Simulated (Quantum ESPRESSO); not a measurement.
A self-consistent single point of Cr3Cu (Pm-3m, 4 atoms in the cell) with Quantum ESPRESSO.

Computed with LDA (PZ), GBRV 1.5 ultrasoft (LDA) pseudopotentials (plane waves; Quantum ESPRESSO).

The change in words: lattice scaled by 0.98. Reference geometry:
```yaml
crystal:
  lattice:
    - [3.60192, 0.00000, 0.00000]
    - [0.00000, 3.60192, 0.00000]
    - [0.00000, 0.00000, 3.60192]
  atoms:
    - { symbol: Cr, position: [0.00000, 0.50000, 0.50000] }
    - { symbol: Cr, position: [0.50000, 0.00000, 0.50000] }
    - { symbol: Cr, position: [0.50000, 0.50000, 0.00000] }
    - { symbol: Cu, position: [0.00000, 0.00000, 0.00000] }
```

Reference input (self-consistent single point, DFT, LDA (PZ), plane waves, GBRV 1.5 ultrasoft (LDA) pseudopotentials): ecutwfc = 50 Ry; ecutrho = 400 Ry; occupations = smearing; smearing = gauss; degauss = 0.0073499 Ry; potentials = {Cr: cr_lda_v1.5.uspp.F.UPF, Cu: cu_lda_v1.2.uspp.F.UPF}; K_POINTS = automatic 12 12 12 0 0 0; conv_thr = 1e-10 Ry. This run's input differs from it in these lines:

```diff
@@ -9,3 +9,3 @@
   ibrav = 1
-  celldm(1) = 6.80664232
+  celldm(1) = 6.67051023
   nat = 4
@@ -25,5 +25,5 @@
 ATOMIC_POSITIONS {bohr}
-Cr    0.00000000    3.40332116    3.40332116
-Cr    3.40332116    0.00000000    3.40332116
-Cr    3.40332116    3.40332116    0.00000000
+Cr    0.00000000    3.33525512    3.33525512
+Cr    3.33525512    0.00000000    3.33525512
+Cr    3.33525512    3.33525512    0.00000000
 Cu    0.00000000    0.00000000    0.00000000
```

Output, abridged:

```
     Self-consistent Calculation

     iteration #  1     ecut=    50.00 Ry     beta= 0.70

     total energy              =    -887.83103171 Ry
     estimated scf accuracy    <      54.72186681 Ry

     iteration #  2     ecut=    50.00 Ry     beta= 0.70

     negative rho (up, down):  3.746E-03 0.000E+00

     total energy              =    -915.12817341 Ry
     estimated scf accuracy    <     186.33618609 Ry

     iteration #  3     ecut=    50.00 Ry     beta= 0.70

     total energy              =    -931.58050734 Ry
     estimated scf accuracy    <      20.58372997 Ry

   [... 23 blocks of this kind left out ...]

     iteration # 27     ecut=    50.00 Ry     beta= 0.70

     total energy              =    -929.94044930 Ry
     estimated scf accuracy    <          2.6E-10 Ry

     iteration # 28     ecut=    50.00 Ry     beta= 0.70
     End of self-consistent calculation

     the Fermi energy is    19.4336 ev

!    total energy              =    -929.94044930 Ry
     estimated scf accuracy    <          1.2E-11 Ry
     smearing contrib. (-TS)   =      -0.00128995 Ry
     internal energy E=F+TS    =    -929.93915934 Ry

     convergence has been achieved in  28 iterations

     Forces acting on atoms (cartesian axes, Ry/au):

     atom    1 type  1   force =     0.00000000    0.00000000    0.00000000
   [... zero for the other atoms too ...]

     Total force =     0.000000     Total SCF correction =     0.000000

          total   stress  (Ry/bohr**3)                   (kbar)     P=      -28.78
  -0.00019562   0.00000000   0.00000000          -28.78        0.00        0.00
   0.00000000  -0.00019562   0.00000000            0.00      -28.78        0.00
   0.00000000   0.00000000  -0.00019562            0.00        0.00      -28.78

   JOB DONE.
```

The run converged in 28 iterations. Against the reference run the free energy falls by 41.5 meV/atom and the pressure goes from -16.46 to -2.88 GPa.

The starting cell comes from a database of computed structures (which also holds hypothetical and non-ambient phases and stackings), without a prior relaxation at this level. For this run, on top of that: lattice scaled by 0.98. Spin polarisation is off.

Cost on one core of a shared machine: roughly 3 min.
